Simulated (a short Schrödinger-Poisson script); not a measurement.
Stack: gated In0.52Al0.48As/In0.53Ga0.47As modulation-doped gas in a quantum well, at 77 K.

| layer | material | thickness (nm) | Nd (cm⁻³) | Na (cm⁻³) |
|---|---|---|---|---|
| 1 | In0.52Al0.48As | 20 | - | - |
| 2 | In0.52Al0.48As | 30 | 1.3e18 | - |
| 3 | In0.52Al0.48As | 3 | - | - |
| 4 | In0.53Ga0.47As | 20 | - | - |
| 5 | In0.52Al0.48As | 4000 | - | 4e14 |

The device is made up for the run: typed textbook-type constants, with dimensions and the other settings drawn at random. In0.52Al0.48As: permittivity 12.5, conduction-band edge (eV) 0.52, gap (eV) 1.45, electron mass (mₑ) 0.075, Nv at 300 K (cm⁻³) 1.1e19. In0.53Ga0.47As: permittivity 13.9, conduction-band edge (eV) 0, gap (eV) 0.74, Nv at 300 K (cm⁻³) 7.7e18.

Channel valleys (confinement mass, in-plane density-of-states mass, number): Γ 0.041, 0.041, 1. At the gate the conduction-band edge of layer 1 lies 0.65 eV − eVg above the Fermi level of the channel; the field vanishes at the back. Donor level 0.006 eV below the band edge. The barrier under the gate holds no holes. Gaps are held at their typed values at every temperature. Mesh 0.08 nm at interfaces.

From a short Schrödinger-Poisson script (our own, NumPy): 1D Poisson equation in equilibrium, electrons quantum, Hartree plus LDA exchange-correlation (BenDaniel-Duke, 40 states a valley, the channel's in-plane mass for all, wave functions free to enter the barrier), parabolic valleys, classical holes, donors ionised by Fermi statistics, acceptors fully, no traps, pinning or gate leakage.

The same stack at other levels of the model or other numerical settings:

| run | sheet density of all electrons at Vg = 0.4 V (cm⁻²) | sheet density of all electrons at Vg = -1.1 V (cm⁻²) | capacitance at Vg = 0.4 V (μF/cm²) | centroid of the channel electrons at Vg = 0.4 V (nm) | rough cost against the base |
|---|---|---|---|---|---|
| base | 1.92e12 | 7.59e11 | 0.431 | 6.16 | about 1 |
| electrons treated as classical, Boltzmann | 2.43e12 | 8.53e11 | 0.428 | … | 0.010 |
| electrons treated as classical, Fermi-Dirac | 1.96e12 | 7.73e11 | 0.431 | … | 0.06 |
| electrons treated as quantum, Hartree | 1.88e12 | 7.48e11 | 0.431 | 6.30 | 0.6 |
| mesh six times as coarse | 1.92e12 | 7.59e11 | 0.431 | … | 0.2 |
| one subband a valley | 1.86e12 | 7.58e11 | 0.430 | 5.37 | 0.3 |

### Question
Some entries are withheld; supply them.

### Answer

- mesh six times as coarse, centroid of the channel electrons at Vg = 0.4 V (nm): 6.13
- electrons treated as classical, Fermi-Dirac, centroid of the channel electrons at Vg = 0.4 V (nm): 5.80
- electrons treated as classical, Boltzmann, centroid of the channel electrons at Vg = 0.4 V (nm): 1.20

The classical rows ignore confinement, and Boltzmann statistics overrate the density once the band edge passes the Fermi level.
